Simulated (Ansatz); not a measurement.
Defect migration in 3C silicon carbide with all lengths changed by -1 %: interstitial H, charge state +1. The step: H moves alone to another site; the atom moves 1.12 Å along (0.20, 0.17, -0.01) of the unit cell; the moving atom starts with neighbours C at 1.12, 2 C at 2.18; 2 Si at 1.93, Si at 2.03 Å and ends with C at 1.12; 2 Si at 1.96, Si at 1.97 Å. DFT values are from Ansatz (plane-wave PAW, 420 eV unless said) in a cell of 64 host sites, spin-restricted, static, with no finite-size correction. The charge state is imposed; whether it is stable for some Fermi level was not computed. Sites that were not tried may lie lower. For the PBE band: the saddle point's order was not checked, and it lies on a symmetry element of the cell, where a band can be held.

| Level | Forward barrier (eV) | Cost of the band or of the saddle's single point |
|---|---|---|
| CHGNet universal potential (has no charge state), its own band | 0.07 | - |
| PBE, a 2×2×2 k-point mesh shifted by half a step, band relaxed | 0.48 | about 17 core-minutes (a rough figure) |
| PBE, a 3×3×3 k-point mesh shifted by half a step, same geometries | 0.48 | very roughly 80 core-seconds |

Ansatz is a first-principles code.
